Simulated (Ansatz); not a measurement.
```yaml
crystal:
  lattice:
    - [3.27091, 0.00000, 0.00000]
    - [0.00000, 4.52574, 0.00000]
    - [0.00000, 0.00000, 5.25994]
  atoms:
    - { symbol: In, position: [0.00000, 0.73485, 0.99919] }
    - { symbol: In, position: [0.50000, 0.26515, 0.49919] }
    - { symbol: H, position: [0.00000, 0.78457, 0.48487] }
    - { symbol: H, position: [0.50000, 0.21543, 0.98487] }
    - { symbol: O, position: [0.00000, 0.52759, 0.63351] }
    - { symbol: O, position: [0.50000, 0.47241, 0.13351] }
    - { symbol: O, position: [0.00000, 0.97776, 0.36443] }
    - { symbol: O, position: [0.50000, 0.02224, 0.86443] }
```

A single point on InHO2 with a change (pressure 3 GPa), its geometry relaxed with PBEsol.

All numbers come from plane-wave PAW DFT at the PBEsol level (Ansatz, a quantum-chemistry and plane-wave program, 420 eV), noncollinear with spin-orbit coupling. Γ-centred 10×7×6 mesh, Fermi–Dirac width 0.05 eV.

Problem. What electron mass does the calculation give?

Solution. 0.24 mₑ (at Γ).

Problem. What pressure does the calculation give?

Solution. 2.96 GPa.

Single points use the geometry relaxed with PBEsol. The levels and masses belong to the bands next to the band gap. Load acts through the strain it causes; cell and atoms are relaxed under it. Effective masses come from finite differences of ±0.01 Å⁻¹. Whether these cells are dynamically stable was not tested. The cell was made from InHO$_{2}$ (space group Pmn2_1, No. 31) by this change: pressure 3 GPa.
